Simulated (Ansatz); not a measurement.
# HgTe (P3₁21, No. 152, 6 atoms in the cell; start mp-358; a measured phase of this formula has another space group)

The numbers are results of r²SCAN0 (plane waves, PAW; Ansatz, a program for electronic structure), not measurements.

Settings: plane-wave cutoff 520 eV, 6×6×2 k mesh (along the axes of the cell as run), Fermi–Dirac smearing 0.01 eV, scalar-relativistic PAW data made under PBE.

Cell (relaxed with PBEsol):

```
CELL_PARAMETERS angstrom
      4.51339     0.00000     0.00000
     -2.25670     3.90871     0.00000
      0.00000     0.00000    10.15487
ATOMIC_POSITIONS crystal
  Hg 0.35638 0.35638 0.00000
  Hg 0.64362 0.00000 0.33333
  Hg 0.00000 0.64362 0.66667
  Te 0.45890 0.45890 0.50000
  Te 0.54110 0.00000 0.83333
  Te 0.00000 0.54110 0.16667
```

```json
{
  "band_gap": "1.50 eV (on the SCF k mesh)",
  "smallest_direct_gap_on_the_k_points_sampled": "1.77 eV"
}
```

Note: cell and atoms aren't relaxed at this level (largest force component 0.28 eV/Å, pressure 1.1 GPa).

Spin–orbit coupling is not included; with these elements it can move the gap by several tenths of an eV or more.

Static lattice: no zero-point or thermal effects.

Cost on a shared machine: very roughly 5 core-minutes.

A start named mp-… is a Materials Project structure, which need not be a measured phase.
